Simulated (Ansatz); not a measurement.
```yaml
crystal:
  lattice:
    - [6.56732, 0.04567, 0.02462]
    - [-1.62206, 2.80949, 0.00000]
    - [0.02016, 0.01164, 5.29330]
  atoms:
    - { symbol: Cd, position: [0.34022, 0.34022, 0.99775] }
    - { symbol: Zn, position: [0.15767, 0.65767, 0.50299] }
    - { symbol: O, position: [0.33616, 0.33616, 0.58825] }
    - { symbol: O, position: [0.13904, 0.63904, 0.14062] }
    - { symbol: Zn, position: [0.83200, 0.33200, 0.00167] }
    - { symbol: Zn, position: [0.67358, 0.67358, 0.50298] }
    - { symbol: O, position: [0.83114, 0.33114, 0.63125] }
    - { symbol: O, position: [0.69019, 0.69019, 0.13528] }
```

The ordered cell is a computed model, not a synthesised structure.

### Question
Give the diagonal Born effective charges atom by atom and the electronic dielectric tensor from linear response, DFT at the LDA level (Ansatz, a quantum-chemistry and plane-wave program).

### Answer
```
atom   Z*xx   Z*yy   Z*zz
----  -----  -----  -----
Cd1    2.22   2.19   2.37
Zn2    2.18   2.18   2.15
O3    -2.20  -2.19  -2.23
O4    -2.16  -2.15  -2.19
Zn5    2.15   2.16   2.18
Zn6    2.17   2.15   2.19
O7    -2.19  -2.17  -2.26
O8    -2.18  -2.17  -2.21
```

ε∞ diagonal: 6.8, 6.8, 6.4. The k mesh is 9×9×5. The program warned that the k mesh resolves the field response only roughly, so the permittivities and charges are not converged. Away from Γ the polar cell without biaxial strain shows no imaginary mode on a 2×2×2 mesh.

The PAW data sets were generated under PBE and serve the other functionals too.
